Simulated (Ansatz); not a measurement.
The parent structure is CuAu (space group P4/mmm, No. 123; a = 2.8129 Å, c = 3.5930 Å; relaxed with 0.1 eV smearing).

Calculations: DFT with PBEsol, PAW potentials and a 420 eV plane-wave cutoff in Ansatz (a first-principles code), no spin-orbit coupling.

Base values:

The pressure comes out as 0.0 GPa and the band gap is zero.

Perturbation: the cell is scaled by 0.9800 in all directions, atoms relaxed at fixed cell.

### Question
How does this affect the pressure?

### Answer
The pressure (mean of the normal stresses, compression positive) goes from zero to 12.2 GPa.

### Question
What does the calculation give for the energy relative to the base after the change?

### Answer
The energy rises by 30 meV/atom.

### Question
Estimate the effect on the band gap.

### Answer
The band gap remains zero.

The cells carry an imposed strain or load. Whether these cells are dynamically stable was not tested. All final runs are without spin polarisation.
